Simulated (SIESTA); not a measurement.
# Worked example: self-consistent single point of Si₅GeW₁₀ (I422, 16 atoms in the cell) in SIESTA

Level of theory: GGA PBEsol, numerical atomic orbitals DZP, PseudoDojo PBEsol standard norm-conserving potentials (rewritten from UPF to PSML) (SIESTA).

Input:

```
# files in the folder: Si.psml Ge.psml W.psml (PseudoDojo PBEsol standard)
SystemName  Si5GeW10
SystemLabel siesta

NumberOfAtoms                16
NumberOfSpecies              3
%block ChemicalSpeciesLabel
  1 14 Si
  2 32 Ge
  3 74 W
%endblock ChemicalSpeciesLabel
LatticeConstant              1.0 Bohr
%block LatticeVectors
    -9.177237606    9.177237606    4.736900888
     9.177237606   -9.177237606    4.736900888
     9.177237606    9.177237606   -4.736900888
%endblock LatticeVectors
AtomicCoordinatesFormat      Fractional
%block AtomicCoordinatesAndAtomicSpecies
     0.418660000    0.918660000    0.837320000  1
     0.918660000    0.081340000    0.500000000  1
     0.081340000    0.581340000    0.162680000  1
     0.581340000    0.418660000    0.500000000  1
     0.000000000    0.000000000    0.000000000  1
     0.500000000    0.500000000    0.000000000  2
     0.322390000    0.474570000    0.302580000  3
     0.474570000    0.171990000    0.152180000  3
     0.171990000    0.019810000    0.697420000  3
     0.019810000    0.322390000    0.847820000  3
     0.677610000    0.980190000    0.152180000  3
     0.525430000    0.677610000    0.697420000  3
     0.828010000    0.525430000    0.847820000  3
     0.980190000    0.828010000    0.302580000  3
     0.000000000    0.500000000    0.500000000  3
     0.500000000    0.000000000    0.500000000  3
%endblock AtomicCoordinatesAndAtomicSpecies

XC.functional                GGA
XC.authors                   PBEsol
PAO.BasisSize                DZP
PAO.EnergyShift              0.005 Ry
MeshCutoff                   400 Ry
%block kgrid.MonkhorstPack
    6   0   0  0.0
    0   6   0  0.0
    0   0   6  0.0
%endblock kgrid.MonkhorstPack
OccupationFunction           FD
ElectronicTemperature        0.1 eV

MaxSCFIterations             150
SCF.Mixer.Method             Pulay
SCF.Mixer.Weight             0.25
SCF.Mixer.History            8
SCF.DM.Tolerance             1.0E-04
Diag.ParallelOverK           true
WriteForces                  true
```

Output, abridged:

```
reinit: Reading from file input.fdf

reinit: System Name: Si5GeW10
reinit: System Label: siesta

coor:   Atomic-coordinates input format  =     Fractional

siesta: Atomic coordinates (Bohr) and species
siesta:     12.27290   3.09567   2.36845  1        1
siesta:     -3.09567  12.27290   2.36845  1        2
siesta:      6.08157  -3.09567   2.36845  1        3
siesta:      3.09567   6.08157   2.36845  1        4
siesta:      0.00000   0.00000   0.00000  1        5
siesta:      0.00000   0.00000   4.73690  2        6
siesta:      4.17344   1.38026   2.34183  3        7
siesta:     -1.38026   4.17344   2.34183  3        8
siesta:      5.00380   7.79698  -2.39507  3        9
siesta:     10.55749   5.00380  -2.39507  3       10
siesta:      4.17344  -1.38026   7.13197  3       11
siesta:      7.79698   5.00380   2.39507  3       12
siesta:      5.00380  10.55749   2.39507  3       13
siesta:      1.38026   4.17344   7.13197  3       14
siesta:      9.17724   0.00000   0.00000  3       15
siesta:      0.00000   9.17724   0.00000  3       16

siesta: System type = bulk

initatomlists: Number of atoms, orbitals, and projectors:     16   273   428

siesta: ******************** Simulation parameters ****************************
redata: Spin configuration                          = none
redata: Time-Reversal Symmetry                      = T
redata: Number of Atomic Species                    =        3
redata: Mesh Cutoff                                 =   400.0000 Ry
redata: Net charge of the system                    =     0.0000 |e|
redata: Min. number of SCF Iter                     =        0
redata: Max. number of SCF Iter                     =      150
redata: SCF convergence failure will abort job
redata: SCF mix quantity                            = Hamiltonian
redata: Mix DM or H after convergence               =   F
redata: Recompute H after scf cycle                 =   F
   [... lines left out ...]
diag: Parallel distribution                         =     1 x     1
diag: Used triangular part                          = Lower
diag: Absolute tolerance                            =  0.100E-15
diag: Orthogonalization factor                      =  0.100E-05
diag: Memory factor                                 =  1.0000

superc: Internal auxiliary supercell:     7 x     7 x     5  =     245
superc: Number of atoms, orbitals, and projectors:   3920  66885 104860

                        Single-point calculation

superc: Internal auxiliary supercell:     7 x     7 x     5  =     245
superc: Number of atoms, orbitals, and projectors:   3920  66885 104860

outcell: Unit cell vectors (Ang):
       -4.856385    4.856385    2.506660
        4.856385   -4.856385    2.506660
        4.856385    4.856385   -2.506660

outcell: Cell vector modules (Ang)   :    7.311108    7.311108    7.311108
outcell: Cell angles (23,13,12) (deg):     96.7508     96.7508    139.8980
outcell: Cell volume (Ang**3)        :    236.4730
new_DM -- step:     1
Initializing Density Matrix...

Attempting to read DM from file... Failed...
DM filled with atomic data:

InitMesh: MESH = 90 x 90 x 128 = 1036800
InitMesh: Mesh cutoff (required, used) =   400.000   474.603 Ry

stepf: Fermi-Dirac step function
        iscf     Eharris(eV)        E_KS(eV)     FreeEng(eV)     dDmax    Ef(eV) dHmax(eV)
   scf:    1   -23493.898823   -23619.472781   -23619.754228  1.591702 -3.350635  6.879091
   scf:    2   -23639.329115   -23631.343463   -23631.629276  0.272636 -3.846242  3.022416
   scf:    3   -23633.643359   -23632.959712   -23633.250736  0.141487 -4.154143  1.242828
   scf:    4   -23633.072855   -23633.046832   -23633.340854  0.038591 -4.172711  0.713506
   scf:    5   -23633.186739   -23633.130348   -23633.428456  0.046423 -4.232191  0.216108
   scf:    6   -23633.132289   -23633.132525   -23633.431439  0.012206 -4.243564  0.087297
   scf:    7   -23633.133394   -23633.133507   -23633.432151  0.003929 -4.242163  0.032429
   scf:    8   -23633.133468   -23633.133515   -23633.432227  0.000610 -4.242582  0.013277
   scf:    9   -23633.133404   -23633.133471   -23633.432235  0.000396 -4.242877  0.009019
   scf:   10   -23633.133483   -23633.133480   -23633.432247  0.000557 -4.242804  0.001597
   scf:   11   -23633.133475   -23633.133478   -23633.432248  0.000059 -4.242817  0.001022
   scf:   12   -23633.133468   -23633.133473   -23633.432248  0.000058 -4.242865  0.000258
SCF Convergence by DM+H criterion
max |DM_out - DM_in|         :     0.0000584206
max |H_out - H_in|      (eV) :     0.0002582351
SCF cycle converged after 12 iterations

Using DM_out to compute the final energy and forces

siesta: E_KS(eV) =           -23633.1335

siesta: E_KS - E_eggbox =    -23633.1335

siesta: Atomic forces (eV/Ang):
     1   -0.020486   -0.020496    0.000062
     2    0.020571   -0.020571   -0.000000
     3    0.020496    0.020486   -0.000062
     4   -0.020583    0.020583   -0.000000
     5    0.000001   -0.000001    0.000000
     6   -0.000007    0.000007   -0.000000
     7    0.096592    0.053338   -0.050370
     8   -0.051240    0.093810   -0.050605
     9   -0.097014   -0.053142   -0.050120
    10    0.052111   -0.094142   -0.050924
    11    0.094142   -0.052111    0.050924
    12   -0.053338   -0.096592    0.050370
    13   -0.093810    0.051240    0.050605
    14    0.053142    0.097014    0.050120
    15    0.000404    0.000370    0.000012
    16   -0.000370   -0.000404   -0.000012
   Tot    0.000611   -0.000611    0.000000
   Max    0.097014
   Res    0.049710    sqrt( Sum f_i^2 / 3N )
   Max    0.097014    constrained

Stress tensor Voigt[x,y,z,yz,xz,xy] (kbar):       48.86       48.86       45.96       -0.01       -0.01        0.16
(Free)E + p*V (eV/cell)   -23640.5009
Target enthalpy (eV/cell)   -23633.4322

siesta: Program's energy decomposition (eV):
siesta: Ebs     =     -5170.692543
siesta: Eions   =     41039.146106
siesta: Ena     =     12521.481141
siesta: Ekin    =      7585.310878
siesta: Enl     =      2226.401998
siesta: Eso     =         0.000000
siesta: Edftu   =         0.000000
siesta: DEna    =       357.225203
siesta: DUscf   =         7.181783
siesta: DUext   =         0.000000
siesta: Ex      =     -4900.543627
siesta: Ec      =      -391.044743
siesta: Exc     =     -5291.588370
siesta: Eharris =    -23633.133468
siesta: Etot    =    -23633.133473
siesta: FreeEng =    -23633.432248

siesta: Atomic forces (eV/Ang):
siesta:      1   -0.020486   -0.020496    0.000062
siesta:      2    0.020571   -0.020571   -0.000000
siesta:      3    0.020496    0.020486   -0.000062
siesta:      4   -0.020583    0.020583   -0.000000
siesta:      5    0.000001   -0.000001    0.000000
siesta:      6   -0.000007    0.000007   -0.000000
siesta:      7    0.096592    0.053338   -0.050370
siesta:      8   -0.051240    0.093810   -0.050605
siesta:      9   -0.097014   -0.053142   -0.050120
siesta:     10    0.052111   -0.094142   -0.050924
siesta:     11    0.094142   -0.052111    0.050924
siesta:     12   -0.053338   -0.096592    0.050370
siesta:     13   -0.093810    0.051240    0.050605
siesta:     14    0.053142    0.097014    0.050120
siesta:     15    0.000404    0.000370    0.000012
siesta:     16   -0.000370   -0.000404   -0.000012
siesta: ----------------------------------------
siesta:    Tot    0.000611   -0.000611    0.000000

siesta: Stress tensor (static) (eV/Ang**3):
siesta:     0.030494    0.000101   -0.000004
siesta:     0.000101    0.030494   -0.000004
siesta:    -0.000004   -0.000004    0.028689

siesta: Cell volume =        236.473043 Ang**3

siesta: Pressure (static):
siesta:                Solid            Molecule  Units
siesta:          -0.00032557         -0.00033120  Ry/Bohr**3
siesta:          -0.02989221         -0.03040942  eV/Ang**3
siesta:         -47.89259528        -48.72126936  kBar
```

The run converged in 12 iterations.

The starting cell comes from a database of computed structures (which also holds hypothetical and non-ambient phases and stackings), without a prior relaxation at this level. Spin polarisation is off. Values carry the incompleteness of an atom-centred basis. With a pressure of about -5 GPa the cell is away from its equilibrium volume at this level.

Cost on one core of a shared machine: roughly 20 min.
